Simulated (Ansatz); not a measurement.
An Ansatz (a quantum-chemistry and plane-wave program) input (Ansatz, LDA, PAW, cutoff 420 eV, spin-orbit coupling left out):

Ansatz 0.2 input:
```yaml
crystal:
  lattice:
    - [-3.0028354728, 3.0028354728, 5.7395143679]
    - [3.0028354728, -3.0028354728, 5.7395143679]
    - [3.0028354728, 3.0028354728, -5.7395143679]
  atoms:
    - { symbol: Cd, position: [0, 0, 0] }
    - { symbol: Cd, position: [0.75, 0.25, 0.5] }
    - { symbol: Ge, position: [0.5, 0.5, 0] }
    - { symbol: Ge, position: [0.25, 0.75, 0.5] }
    - { symbol: As, position: [0.875, 0.8510164452, 0.4760164452] }
    - { symbol: As, position: [0.1489835548, 0.625, 0.0239835548] }
    - { symbol: As, position: [0.375, 0.3989835548, 0.5239835548] }
    - { symbol: As, position: [0.6010164452, 0.125, 0.9760164452] }
basis: { ecutwfc: 420, ecutrho_ratio: 4, xc_grid: 2, fft_grid_basis: typed }
kpoints: { mp_grid: { grid: [8, 8, 8] } }
hamiltonian:
  xc: lda
  dispersion: none
  pseudopotentials: { kind: paw }
scf: { occupations: { method: fermi_dirac, width: 0.05 }, convergence: { dr2_threshold: 0.0000000008 } }
relax: { f_tol: 0.005, max_steps: 50 }
output: { forces: true, stress: true }
checkpoint: { write: state.ck, write_every: 1000 }
```

### Question
Which symmetry and how many k-points will the program report, and about how many plane waves at Γ?

### Answer
Space group I-42d (ITA 122) with 8 operations, k-points 59 of 512, and 4035 plane waves at Γ.

### Question
And the final pressure?

### Answer
-3.76 GPa (compression positive).

The cells carry an imposed strain or load. No phonon test of stability was made. The cell was made from CdGeAs$_{2}$ in the chalcopyrite structure (space group I-42d, No. 122) by this change: isotropic strain +2.25 %.
